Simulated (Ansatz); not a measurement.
# Pressure series in WS2

Take WS$_{2}$ in the 2H-MoS2 type structure (space group P6_3/mmc, No. 194; layered, stacked along the Cartesian z axis) as the base.

Space group P6₃/mmc (No. 194); a = b = 3.115 Å, c = 11.773 Å, α = β = 90.00°, γ = 120.00°

```json
[
 {"atom": "W", "site": "2c", "symmetry": "-6m2", "x": "0.3333", "y": "0.6667", "z": "0.2500"},
 {"atom": "S", "site": "4f", "symmetry": "3m.", "x": "0.6667", "y": "0.3333", "z": "0.1165"}
]
```

Cell and atoms are relaxed at each pressure.

Computed with PBEsol-D3(BJ) in Ansatz (plane waves to 420 eV, PAW, no SOC).

Two rows of this table had their results exchanged by mistake.

| pressure | volume per atom (Å³) | shortest distance (Å) | band gap |
|---|---|---|---|
| pressure −2 GPa | 17.06 | 2.395 | 0.81 eV |
| pressure −1 GPa | 16.74 | 2.391 | 0.72 eV |
| pressure 0.3 GPa | 16.42 | 2.388 | 0.64 eV |
| pressure 0.7 GPa | 15.60 | 2.376 | 0.41 eV |
| pressure 1.5 GPa | 16.17 | 2.385 | 0.57 eV |
| pressure 3 GPa | 15.90 | 2.381 | 0.49 eV |
| pressure 5 GPa | 16.33 | 2.387 | 0.61 eV |
| pressure 7.5 GPa | 15.27 | 2.370 | 0.31 eV |
| pressure 10 GPa | 14.99 | 2.365 | 0.23 eV |

Problem. Which two?

Solution. The rows for pressure 0.7 GPa and pressure 5 GPa: the volume has to fall steadily with pressure, so 16.33 Å³ belongs to pressure 0.7 GPa and 15.60 Å³ to pressure 5 GPa.

Spin-orbit coupling, missing from the scalar runs, can matter with W. Load acts through the strain it causes; cell and atoms are relaxed under it. Whether these cells are dynamically stable was not tested. No other phases were tried under pressure. A zero or small gap of WS2 under pressure 10 GPa can be the functional's error rather than a property of the material.

Ansatz is a quantum-chemistry and plane-wave program.
